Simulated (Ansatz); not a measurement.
The reference is an 8-atom supercell of Al in the fcc (Cu type) structure (space group Fm-3m, No. 225) at its relaxed geometry.

```xyz
8
Lattice="0.0000 3.9920 3.9920 3.9920 0.0000 3.9920 3.9920 3.9920 0.0000" Properties=species:S:1:pos:R:3 pbc="T T T"
Al     0.0000     0.0000     0.0000
Al     1.9960     1.9960     0.0000
Al     1.9960     0.0000     1.9960
Al     3.9920     1.9960     1.9960
Al     0.0000     1.9960     1.9960
Al     1.9960     3.9920     1.9960
Al     1.9960     1.9960     3.9920
Al     3.9920     3.9920     3.9920
```

Computed with r2SCAN/PAW in Ansatz (an electronic-structure program), spin-orbit coupling left out.

One neutral defect a cell, atoms relaxed at fixed cell.

One change was made to it. Results:

```tsv
quantity	base	after
largest displacement of a host atom from its site in the perfect cell	–	0.00 Å
pressure	-0.3 GPa	-1.9 GPa
```

### Question
Which of these changes matches the shifts?
A. Al vacancy
B. Zn on a Al site
C. In on a Al site
D. Li interstitial (started 2.00 Å from the nearest host atom)

### Answer
A, Al vacancy. For comparison, the pressure in the other runs: Li interstitial (started 2.00 Å from the nearest host atom) gives 14.5 GPa; In on a Al site gives 7.2 GPa; Zn on a Al site gives -0.9 GPa.

In so small a cell the defect repeats every few ångströms: this is an ordered compound, not a dilute defect.
